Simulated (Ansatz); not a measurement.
# Response to strain in Al

Start from Al in the fcc (Cu type) structure (space group Fm-3m, No. 225; a = 3.9937 Å; relaxed with 0.1 eV smearing). Axes: x, y, z lie along the cube axes.

Strains are applied to the cell and any free atomic positions relax.

Method: r2SCAN, PAW, 500 eV (Ansatz, an electronic-structure program; spin-orbit coupling left out).

Notes on the quantities. pressure: mean of the normal stresses, compression positive; energy relative to the base: free energy F.

| variant | pressure | energy relative to the base | volume per atom |
|---|---|---|---|
| base | 0.0 GPa | 0 meV/atom | 15.92 Å³ |
| uniaxial strain ε_zz = −3.00 % | 3.1 GPa | +6.6 meV/atom | 15.45 Å³ |
| uniaxial strain ε_zz = −2.50 % | 2.5 GPa | +4.5 meV/atom | 15.53 Å³ |
| uniaxial strain ε_zz = −2.00 % | 2.0 GPa | +2.8 meV/atom | 15.61 Å³ |
| uniaxial strain ε_zz = −1.50 % | 1.5 GPa | +1.5 meV/atom | 15.69 Å³ |
| uniaxial strain ε_zz = −1.00 % | … | … | 15.76 Å³ |
| uniaxial strain ε_zz = −0.50 % | 0.5 GPa | +0.2 meV/atom | 15.84 Å³ |

Q: Some entries are withheld; estimate them.

A: 
- uniaxial strain ε_zz = −1.00 %, pressure: 1.0 GPa
- uniaxial strain ε_zz = −1.00 %, energy relative to the base: +0.7 meV/atom

No phonon test of stability was made.
